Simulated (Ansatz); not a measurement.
Variants of one calculation on a (001) slab of PdIn (cut from a parent of space group no. 221; 6 atoms in the cell)

```
InPd
1.0
    3.26852     0.00000     0.00000
    0.00000     3.26852     0.00000
    0.00000     0.00000    22.12500
In Pd
3 3
Direct
  0.50000   0.50000   0.31638
  0.50000   0.50000   0.46328
  0.50000   0.50000   0.61017
  0.00000   0.00000   0.38983
  0.00000   0.00000   0.53672
  0.00000   0.00000   0.68362
```

Base run A: LDA (PW92), default PAW files made with PBE (Ansatz, an electronic-structure program), self-consistent single point.

Its settings: basis.ecutwfc = 420 eV; kpoints.mp_grid.grid = 11 11 1; hamiltonian.xc = lda; hamiltonian.pseudopotentials = {kind: paw} (the program's default PAW files); scf.occupations.method = cold; scf.occupations.width = 0.05 eV; efield.axis = 3; efield.dipole_correction = true.

The starting cell has typed, rounded lattice constants, without a prior relaxation at this level. The slab is cut from that crystal, and its faces are unrelaxed. Its lattice was rescaled in the plane by a random factor within 2.5 % of one. Spin polarisation is off. In the base run, forces exceed 1 eV/Å.

ΔF is the free energy per atom less that of run A. 

Run A gave: largest force (eV/Å) 1.446; k-points 21.

Runs:
- B: vacuum of 12 angstrom (first run: 14 Å); efield.axis: 3 → default; efield.dipole_correction: true → default
- C: kpoints.mp_grid.grid: 11 11 1 → 10 10 1; kpoints.mp_grid.shift: default → 0.5 0.5 0
- D: scf.convergence.dr2_threshold: default (1e-07 eV) → 1e-12 eV
- E: scf.occupations.method: cold → fermi_dirac; scf.occupations.width: 0.05 eV → 0.3 eV
- F: scf.mixing.algorithm: default (the program chose MSR1) → anderson
- G: scf.self_checks: default → high
- H: scf.mixing.preconditioner: default (the program chose LDOS) → kerker; scf.mixing.q_tf: default → 1.5

Q: What does run E change against A?

A: The free energy falls by 76.2 meV/atom and the largest force goes from 1.446 to 1.334 eV/Å.

Q: What does run C change against A?

A: The free energy drops by 2.9 meV/atom and the largest force goes from 1.446 to 1.414 eV/Å.

```
run  ΔF (meV/atom)  largest force (eV/Å)  k-points
---  -------------  --------------------  --------
A             0.00                 1.446        21
B            -0.20                 1.444        21
C             -2.9                 1.414        15
D             0.00                 1.446        21
E            -76.2                 1.334        21
F             0.00                 1.446        21
G             0.00                 1.446        21
H             0.00                 1.446        21
```

Keys are those of Ansatz 0.2.
